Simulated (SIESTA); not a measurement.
# Worked example: self-consistent single point of Li2ScP2HO8 (P2_1, 28 atoms in the cell) in SIESTA

Level of theory: LDA PW92, numerical atomic orbitals DZP, PseudoDojo LDA standard norm-conserving potentials (rewritten from UPF to PSML) in SIESTA.

Input as run:

```
# files in the folder: Li.psml Sc.psml H.psml P.psml O.psml (PseudoDojo LDA standard)
SystemName  Li2ScP2HO8
SystemLabel Li2ScP2HO8

NumberOfAtoms                28
NumberOfSpecies              5
%block ChemicalSpeciesLabel
  1 3 Li
  2 21 Sc
  3 1 H
  4 15 P
  5 8 O
%endblock ChemicalSpeciesLabel
LatticeConstant              1.0 Bohr
%block LatticeVectors
     9.284281142    0.000000000    0.000000000
     0.000000000   15.686994506    0.000000000
    -3.544872986    0.000000000   14.228390499
%endblock LatticeVectors
AtomicCoordinatesFormat      ScaledCartesian
%block AtomicCoordinatesAndAtomicSpecies
     0.172548308    9.934573620   12.908849564  1
     5.566859847    2.091076368    1.319540935  1
     6.472852945   13.562661710    5.874333301  1
    -0.733444789    5.719164457    8.354057198  1
     6.066145412    7.849772051    3.647590188  2
    -0.326737256    0.006274798   10.580800311  2
     1.114655237   15.365724858    3.344240903  3
     4.624752919    7.522227605   10.884149596  3
     8.124830255   13.230097426    0.218121226  4
    -2.385422099    5.386600173   14.010269273  4
     1.730052695   10.199526958    7.478299762  4
     4.009355461    2.356029705    6.750090737  4
    -2.218808896   12.904121680   12.972592754  5
     7.958217051    5.060624428    1.255797745  5
     4.166021396   10.599388448    5.885004594  5
     1.573386759    2.755891195    8.343385905  5
    -0.649967079   14.626083067    2.846958655  5
     6.389375235    6.782585814   11.381431844  5
     2.232654010    8.786913102    9.979366244  5
     3.506754146    0.943415850    4.249024255  5
     6.837019422   10.718609606    0.912324399  5
    -1.097611267    2.875112353   13.316066100  5
     0.445794894   12.784116172    8.041601742  5
     5.293613262    4.940618920    6.186788757  5
     2.725496311   14.959117961   13.017839036  5
     3.013911845    7.115620708    1.210551464  5
    -0.137249618    8.549725746    5.904782057  5
     5.876657773    0.706228493    8.323608442  5
%endblock AtomicCoordinatesAndAtomicSpecies

XC.functional                LDA
XC.authors                   PW92
PAO.BasisSize                DZP
PAO.EnergyShift              0.01 Ry
PAO.Polarization.NonPerturbative true
MeshCutoff                   400 Ry
%block kgrid.MonkhorstPack
    5   0   0  0.0
    0   3   0  0.0
    0   0   3  0.0
%endblock kgrid.MonkhorstPack
OccupationFunction           FD
ElectronicTemperature        0.05 eV

MaxSCFIterations             150
SCF.Mixer.Method             Pulay
SCF.Mixer.Weight             0.2
SCF.Mixer.History            6
SCF.DM.Tolerance             1.0E-04
Diag.ParallelOverK           true
WriteForces                  true
```

Output (repeated stretches shortened):

```
reinit: Reading from file input.fdf

reinit: System Name: Li2ScP2HO8
reinit: System Label: Li2ScP2HO8

coor:   Atomic-coordinates input format  =     Cartesian coordinates
coor:                                          (in units of alat)

siesta: Atomic coordinates (Bohr) and species
siesta:      0.17255   9.93457  12.90885  1        1
siesta:      5.56686   2.09108   1.31954  1        2
siesta:      6.47285  13.56266   5.87433  1        3
siesta:     -0.73344   5.71916   8.35406  1        4
siesta:      6.06615   7.84977   3.64759  2        5
siesta:     -0.32674   0.00627  10.58080  2        6
   [... 17 lines left out ...]
siesta:      5.29361   4.94062   6.18679  5       24
siesta:      2.72550  14.95912  13.01784  5       25
siesta:      3.01391   7.11562   1.21055  5       26
siesta:     -0.13725   8.54973   5.90478  5       27
siesta:      5.87666   0.70623   8.32361  5       28

siesta: System type = bulk

initatomlists: Number of atoms, orbitals, and projectors:     28   332   358

siesta: ******************** Simulation parameters ****************************
redata: Spin configuration                          = none
redata: Time-Reversal Symmetry                      = T
redata: Number of Atomic Species                    =        5
redata: Mesh Cutoff                                 =   400.0000 Ry
redata: Net charge of the system                    =     0.0000 |e|
redata: Min. number of SCF Iter                     =        0
redata: Max. number of SCF Iter                     =      150
redata: SCF convergence failure will abort job
redata: SCF mix quantity                            = Hamiltonian
redata: Mix DM or H after convergence               =   F
redata: Recompute H after scf cycle                 =   F
redata: Mix DM in first SCF step                    =   T
redata: No kicks to SCF
redata: DM Mixing Weight for Kicks                  =     0.5000
   [... lines left out ...]
diag: Parallel distribution                         =     1 x     1
diag: Used triangular part                          = Lower
diag: Absolute tolerance                            =  0.100E-15
diag: Orthogonalization factor                      =  0.100E-05
diag: Memory factor                                 =  1.0000

superc: Internal auxiliary supercell:     5 x     5 x     5  =     125
superc: Number of atoms, orbitals, and projectors:   3500  41500  44750

                        Single-point calculation

superc: Internal auxiliary supercell:     5 x     5 x     5  =     125
superc: Number of atoms, orbitals, and projectors:   3500  41500  44750

outcell: Unit cell vectors (Ang):
        4.913030    0.000000    0.000000
        0.000000    8.301200    0.000000
       -1.875866    0.000000    7.529340

outcell: Cell vector modules (Ang)   :    4.913030    8.301200    7.759500
outcell: Cell angles (23,13,12) (deg):     90.0000    103.9899     90.0000
outcell: Cell volume (Ang**3)        :    307.0769
new_DM -- step:     1
Initializing Density Matrix...

Attempting to read DM from file... Failed...
DM filled with atomic data:

InitMesh: MESH = 60 x 100 x 96 = 576000
InitMesh: Mesh cutoff (required, used) =   400.000   401.070 Ry

stepf: Fermi-Dirac step function
        iscf     Eharris(eV)        E_KS(eV)     FreeEng(eV)     dDmax    Ef(eV) dHmax(eV)
   scf:    1   -11305.364453   -11380.201458   -11380.201458  1.612976 -8.580680  7.749881
   scf:    2   -11409.374955   -11396.562477   -11396.562477  0.108237 -3.815878  4.638390
   scf:    3   -11403.816420   -11402.040697   -11402.040697  0.128355 -5.550454  0.722012
   scf:    4   -11402.210736   -11402.188141   -11402.188141  0.025041 -5.664603  0.728249
   scf:    5   -11402.286669   -11402.250947   -11402.250947  0.016112 -5.919443  0.155833
   scf:    6   -11402.256856   -11402.254772   -11402.254772  0.004646 -5.989776  0.043202
   scf:    7   -11402.255814   -11402.255422   -11402.255422  0.002281 -5.982965  0.013368
   scf:    8   -11402.255448   -11402.255445   -11402.255445  0.000358 -5.986729  0.011657
   scf:    9   -11402.255479   -11402.255465   -11402.255465  0.000377 -5.983492  0.002695
   scf:   10   -11402.255469   -11402.255467   -11402.255467  0.000113 -5.983593  0.001931
   scf:   11   -11402.255470   -11402.255468   -11402.255468  0.000189 -5.983668  0.000421
   scf:   12   -11402.255469   -11402.255469   -11402.255469  0.000016 -5.983627  0.000154
SCF Convergence by DM+H criterion
max |DM_out - DM_in|         :     0.0000155396
max |H_out - H_in|      (eV) :     0.0001541675
SCF cycle converged after 12 iterations

Using DM_out to compute the final energy and forces

siesta: E_KS(eV) =           -11402.2555

siesta: E_KS - E_eggbox =    -11402.2555

siesta: Atomic forces (eV/Ang):
     1    0.046306   -0.036091    0.011436
     2   -0.046306   -0.036091   -0.011436
     3   -0.026710   -0.017747   -0.004757
   [... 25 lines left out ...]
   Tot    0.000000   -0.021098    0.000000
   Max    1.198161
   Res    0.539021    sqrt( Sum f_i^2 / 3N )
   Max    1.198161    constrained

Stress tensor Voigt[x,y,z,yz,xz,xy] (kbar):       48.15       51.76       59.21       -0.00        0.88       -0.00
(Free)E + p*V (eV/cell)   -11412.4214
Target enthalpy (eV/cell)   -11402.2555

siesta: Program's energy decomposition (eV):
siesta: Ebs     =     -2994.650068
siesta: Eions   =     16757.632366
siesta: Ena     =      2700.281512
siesta: Ekin    =      6736.286036
siesta: Enl     =     -1470.567084
siesta: Eso     =         0.000000
siesta: Edftu   =         0.000000
siesta: DEna    =        47.623605
siesta: DUscf   =        10.183608
siesta: DUext   =         0.000000
siesta: Ex      =     -2391.154673
siesta: Ec      =      -277.276108
siesta: Exc     =     -2668.430781
siesta: Eharris =    -11402.255469
siesta: Etot    =    -11402.255469
siesta: FreeEng =    -11402.255469

siesta: Atomic forces (eV/Ang):
siesta:      1    0.046306   -0.036091    0.011436
siesta:      2   -0.046306   -0.036091   -0.011436
siesta:      3   -0.026710   -0.017747   -0.004757
siesta:      4    0.026710   -0.017747    0.004757
siesta:      5   -0.018843   -0.027776   -0.039080
siesta:      6    0.018843   -0.027776    0.039080
   [... 18 lines left out ...]
siesta:     25   -0.956237    0.733061   -0.606097
siesta:     26    0.956237    0.733061    0.606097
siesta:     27   -0.917297   -0.560078   -0.679726
siesta:     28    0.917297   -0.560078    0.679726
siesta: ----------------------------------------
siesta:    Tot    0.000000   -0.021098    0.000000

siesta: Stress tensor (static) (eV/Ang**3):
siesta:     0.030055   -0.000000    0.000552
siesta:    -0.000000    0.032306    0.000000
siesta:     0.000552   -0.000000    0.036956

siesta: Cell volume =        307.076939 Ang**3

siesta: Pressure (static):
siesta:                Solid            Molecule  Units
siesta:          -0.00036056         -0.00036625  Ry/Bohr**3
siesta:          -0.03310547         -0.03362776  eV/Ang**3
siesta:         -53.04080653        -53.87761461  kBar
```

The run converged in 12 iterations.

The starting cell comes from a database of computed structures (which also holds hypothetical and non-ambient phases and stackings), without a prior relaxation at this level. Values carry the incompleteness of an atom-centred basis. With a pressure of about -5 GPa the cell is away from its equilibrium volume at this level. Forces in this geometry exceed 1 eV/Å.

Cost on one core of a shared machine: roughly 2 min.
